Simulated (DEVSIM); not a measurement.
System: Ru/Si3N4/SiO2/p-Si capacitor, at 300 K.

| layer (left to right) | material | thickness (nm) | Na (cm⁻³) |
|---|---|---|---|
| 1 | Si3N4 | 10.0 | - |
| 2 | SiO2 | 0.650 | - |
| 3 | Si | 8100 | 5e15 |

Metal gate on the left, work function 4.7 eV. Fixed charge at the semiconductor interface -8.1e11 cm⁻² (in units of +e); no interface traps.

Constants are typed, rounded textbook-type inputs, not results; the design itself was drawn at random and stands for no fabricated device. Values at 300 K.

| parameter | Si3N4 | SiO2 | Si |
|---|---|---|---|
| gap (eV) | 5.1 | 9 | 1.124 |
| affinity (eV) | 2.1 | 0.9 | 4.05 |
| permittivity | 7.5 | 3.9 | 11.7 |
| Nc (cm⁻³) | - | - | 2.86e19 |
| Nv (cm⁻³) | - | - | 3.1e19 |

Model (solved in DEVSIM): 1D Poisson equation in equilibrium, Boltzmann statistics, complete ionisation; no quantum confinement or tunnelling. Metal contacts follow the ideal Schottky-Mott rule: no Fermi-level pinning, no interface dipoles.

Task: Tabulate band edges, carrier densities and field at 0.8 V on the gate.

Result: Energies count from the Fermi level of the right contact; mesh points crowd at the junctions.

```json
[
 {"x (μm)": "0.000", "Ec (eV)": "1.800", "Ev (eV)": "-3.300", "n (cm⁻³)": "< 1e2", "p (cm⁻³)": "< 1e2", "field (V/cm)": "260000"},
 {"x (μm)": "0.001543", "Ec (eV)": "1.841", "Ev (eV)": "-3.259", "n (cm⁻³)": "< 1e2", "p (cm⁻³)": "< 1e2", "field (V/cm)": "260000"},
 {"x (μm)": "0.004644", "Ec (eV)": "1.923", "Ev (eV)": "-3.178", "n (cm⁻³)": "< 1e2", "p (cm⁻³)": "< 1e2", "field (V/cm)": "260000"},
 {"x (μm)": "0.008108", "Ec (eV)": "2.014", "Ev (eV)": "-3.086", "n (cm⁻³)": "< 1e2", "p (cm⁻³)": "< 1e2", "field (V/cm)": "260000"},
 {"x (μm)": "0.01014", "Ec (eV)": "3.271", "Ev (eV)": "-5.729", "n (cm⁻³)": "< 1e2", "p (cm⁻³)": "< 1e2", "field (V/cm)": "510000"},
 {"x (μm)": "0.01069", "Ec (eV)": "0.147", "Ev (eV)": "-0.977", "n (cm⁻³)": "9.8e16", "p (cm⁻³)": "1200", "field (V/cm)": "44000"},
 {"x (μm)": "0.01249", "Ec (eV)": "0.154", "Ev (eV)": "-0.970", "n (cm⁻³)": "7.3e16", "p (cm⁻³)": "1600", "field (V/cm)": "41000"},
 {"x (μm)": "0.01999", "Ec (eV)": "0.183", "Ev (eV)": "-0.941", "n (cm⁻³)": "2.4e16", "p (cm⁻³)": "4800", "field (V/cm)": "36000"},
 {"x (μm)": "0.03572", "Ec (eV)": "0.235", "Ev (eV)": "-0.889", "n (cm⁻³)": "3.2e15", "p (cm⁻³)": "36000", "field (V/cm)": "32000"},
 {"x (μm)": "0.07497", "Ec (eV)": "0.353", "Ev (eV)": "-0.771", "n (cm⁻³)": "3.4e13", "p (cm⁻³)": "3400000", "field (V/cm)": "28000"},
 {"x (μm)": "0.1730", "Ec (eV)": "0.593", "Ev (eV)": "-0.531", "n (cm⁻³)": "3.1e9", "p (cm⁻³)": "3.8e10", "field (V/cm)": "21000"},
 {"x (μm)": "0.5825", "Ec (eV)": "0.897", "Ev (eV)": "-0.227", "n (cm⁻³)": "25000", "p (cm⁻³)": "4.7e15", "field (V/cm)": "260"},
 {"x (μm)": "1.440", "Ec (eV)": "0.898", "Ev (eV)": "-0.226", "n (cm⁻³)": "23000", "p (cm⁻³)": "5.0e15", "field (V/cm)": "≈ 0"},
 {"x (μm)": "3.582", "Ec (eV)": "0.898", "Ev (eV)": "-0.226", "n (cm⁻³)": "23000", "p (cm⁻³)": "5.0e15", "field (V/cm)": "≈ 0"},
 {"x (μm)": "6.742", "Ec (eV)": "0.898", "Ev (eV)": "-0.226", "n (cm⁻³)": "23000", "p (cm⁻³)": "5.0e15", "field (V/cm)": "≈ 0"},
 {"x (μm)": "7.582", "Ec (eV)": "0.898", "Ev (eV)": "-0.226", "n (cm⁻³)": "23000", "p (cm⁻³)": "5.0e15", "field (V/cm)": "≈ 0"},
 {"x (μm)": "7.899", "Ec (eV)": "0.898", "Ev (eV)": "-0.226", "n (cm⁻³)": "23000", "p (cm⁻³)": "5.0e15", "field (V/cm)": "≈ 0"},
 {"x (μm)": "8.027", "Ec (eV)": "0.898", "Ev (eV)": "-0.226", "n (cm⁻³)": "23000", "p (cm⁻³)": "5.0e15", "field (V/cm)": "≈ 0"},
 {"x (μm)": "8.087", "Ec (eV)": "0.898", "Ev (eV)": "-0.226", "n (cm⁻³)": "23000", "p (cm⁻³)": "5.0e15", "field (V/cm)": "≈ 0"},
 {"x (μm)": "8.102", "Ec (eV)": "0.898", "Ev (eV)": "-0.226", "n (cm⁻³)": "23000", "p (cm⁻³)": "5.0e15", "field (V/cm)": "≈ 0"},
 {"x (μm)": "8.108", "Ec (eV)": "0.898", "Ev (eV)": "-0.226", "n (cm⁻³)": "23000", "p (cm⁻³)": "5.0e15", "field (V/cm)": "≈ 0"},
 {"x (μm)": "8.111", "Ec (eV)": "0.898", "Ev (eV)": "-0.226", "n (cm⁻³)": "23000", "p (cm⁻³)": "5.0e15", "field (V/cm)": "≈ 0"}
]
```
